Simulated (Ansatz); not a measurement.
## BP: pressure series

The reference is BP in the zinc blende structure (space group F-43m, No. 216).

```
BP
1.0
    0.00000     2.27414     2.27414
    2.27414     0.00000     2.27414
    2.27414     2.27414     0.00000
P B
1 1
Direct
  0.75000   0.75000   0.75000
  0.00000   0.00000   0.00000
```

Cell and atoms are relaxed at each pressure.

Method: PBE/PAW in Ansatz (a program for electronic structure), without spin-orbit coupling, earlier PAW set.

Candidates:
(a) pressure 60 GPa
(b) pressure 45 GPa
(c) pressure 4.2 GPa

Base values:

| Property | Result |
|---|---|
| Band gap | 1.25 eV |

### Question
Order them by band gap, lowest first.

### Answer
(a) pressure 60 GPa (0.83 eV), (b) pressure 45 GPa (0.93 eV), (c) pressure 4.2 GPa (1.21 eV)

Load acts through the strain it causes; cell and atoms are relaxed under it. No phonon test of stability was made. No other phases were tried under pressure.
